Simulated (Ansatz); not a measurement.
The starting structures come from a database of crystals and need not be the phases stable at ambient conditions.

Here is the system:

```
MgS
1.0
    3.68318     0.00000     0.00000
    0.00000     5.20880     0.00000
    1.84159     2.60440     1.84159
Mg S
1 1
Cartesian
  0.00000   0.00000   0.00000
  3.68318   2.60440   0.00000
```

The cell is taken as given.

Transport runs along the normal of the first two printed cell vectors, the (110) plane of the conventional cell.

The gap is the functional's own, uncorrected, and κ follows it; spin-orbit coupling is left out. Mid-gap means the computed energy nearest the middle.

**Question.** Give the band gap and the smallest decay constant κ at mid-gap that r2SCAN in Ansatz (a program for electronic structure) yields.

**Answer.** Gap 3.46 eV on a 16×16×16 mesh; κ = 0.246 1/Å, at the zone centre.
